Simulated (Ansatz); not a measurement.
Response to strain in Si

Consider Si in the diamond structure (space group Fd-3m, No. 227).

```yaml
crystal:
  lattice:
    - [0.00000, 2.72216, 2.72216]
    - [2.72216, 0.00000, 2.72216]
    - [2.72216, 2.72216, 0.00000]
  atoms:
    - { symbol: Si, position: [0.00000, 0.00000, 0.00000] }
    - { symbol: Si, position: [0.25000, 0.25000, 0.25000] }
```

Strains are applied to the cell and any free atomic positions relax.

Method: DFT with r2SCAN, PAW potentials and a 500 eV plane-wave cutoff in Ansatz (a quantum-chemistry and plane-wave program), no spin-orbit coupling.

| isotropic strain (%) | pressure (GPa) |
|---|---|
| -3 | 10.7 |
| -2.5 | 8.6 |
| -2 | 6.7 |
| -1.5 | 4.8 |
| -1 | ? |
| -0.5 | 1.5 |
| 0 | 0.0 |

Fit P = P₀ − Bδ + Cδ² with δ = (1 + ε)³ − 1 to the rows shown and predict the withheld row.

Least squares on the printed values gives P₀ = 0.0 GPa, B = 94.5 GPa, C = 319 GPa (largest residual 0.0 GPa); this predicts 3.1 GPa, and the run gives 3.1 GPa, in agreement.

Stability against distortions was not tested.
